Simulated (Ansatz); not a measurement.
LuMgNO (model structure, started from the LaZnOP type, P4/nmm, No. 129, 8 atoms in the cell) was calculated with r²SCAN+SOC (PAW; Ansatz, a program for electronic structure).

Numerical settings: plane-wave cutoff 560 eV, 10×10×6 k mesh (along the axes of the cell as run), Fermi–Dirac smearing 0.01 eV, PAW data made under PBE.

Cell (relaxed with PBEsol):

Space group P4/nmm, origin choice 1 (No. 129); a = b = 3.701 Å, c = 7.598 Å, α = β = γ = 90.00°

```
atom  site  symmetry       x       y       z
----  ----  --------  ------  ------  ------
Lu      2c       4mm  0.5000  0.0000  0.1440
Mg      2b      -4m2  0.5000  0.5000  0.5000
N       2c       4mm  0.0000  0.5000  0.3674
O       2a      -4m2  0.0000  0.0000  0.0000
```

Q: Predict the band gap and smallest direct gap on the k points sampled.

A: 
- band gap = 2.10 eV (indirect)
- smallest direct gap on the k points sampled = 2.30 eV

Note: the relaxation could raise the start's symmetry but not lower it, so the cell can be a saddle point; cell and atoms aren't relaxed at this level (largest force component 0.13 eV/Å, pressure 0.7 GPa).

The computed numbers hold no vibrational or temperature effects.

Cost on a shared machine: around 24 core-minutes (rough).

A model structure was made by putting elements into a prototype or built by hand; it is no filed structure, need not be a known phase, and can be a saddle point held by its symmetry.
